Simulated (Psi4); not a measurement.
Psi4 1.11, HF/def2-svp: Ti(NH2)4 ([NH2][Ti]([NH2])([NH2])[NH2]), 13 atoms. The geometry is a generated start, not checked to be a minimum at this level.

* **task**: energy
* **method**: scf
* **basis**: def2-svp
* **memory**: 3 GB
* **maxiter**: 100
* **keys of the molecule block**: symmetry c1
* **scf_type**: df (default)
* **diis_max_vecs**: 10 (default)
* **e_convergence**: 1e-06 (default)
* **d_convergence**: 1e-06 (default)
* **basis functions**: 127

```xyz
13

Ti    -0.0271    -0.0031    -0.0558
N      1.2284     0.9590    -1.0491
H      1.4923     0.7413    -2.0093
H      1.9326     1.5870    -0.6589
N      0.8138    -0.9399     1.3315
H      0.8485    -0.6187     2.2991
H      1.6471    -1.5081     1.1583
N     -0.8757    -1.2544    -1.1649
H     -1.6147    -0.9842    -1.8161
H     -1.0414    -2.2222    -0.8832
N     -1.2511     1.1801     0.7116
H     -1.0546     2.1592     0.9264
H     -2.0980     0.9040     1.2105
```

Charge 0 and multiplicity 1 are set for this test and not shown to be the ground state.

With the defaults (damping_percentage = 0, guess = auto, which took SAD, scf_initial_accelerator = adiis, soscf = false, soscf_start_convergence = 0.01, diis = true) it converges in 9 SCF iterations. One run each on 2 threads, with these changes:
- guess = sadno
- soscf = true
- damping_percentage = 60, scf_initial_accelerator = none, diis = false
- soscf = true, soscf_start_convergence = 0.1
- guess = sap
- scf_initial_accelerator = none
- guess = gwh
- guess = sapgau
- damping_percentage = 60

Question: Which of these changes keep the SCF from converging, or lead it to another solution?

Answer: No convergence: damping_percentage = 60 (the run ends without SCF convergence in 100 iterations). The rest reach the solution of the defaults.

```tsv
setting	SCF iterations	JK calls	end
soscf = true	6	22	same solution
soscf = true, soscf_start_convergence = 0.1	6	22	same solution
the defaults	9	10	same solution
guess = sap	9	9	same solution
scf_initial_accelerator = none	9	10	same solution
guess = sapgau	9	9	same solution
guess = sadno	10	10	same solution
guess = gwh	13	13	same solution
damping_percentage = 60, scf_initial_accelerator = none, diis = false	79	80	same solution
damping_percentage = 60	100	101	no convergence
```

An SOSCF iteration holds several JK calls; a Hückel guess adds calls on atoms.
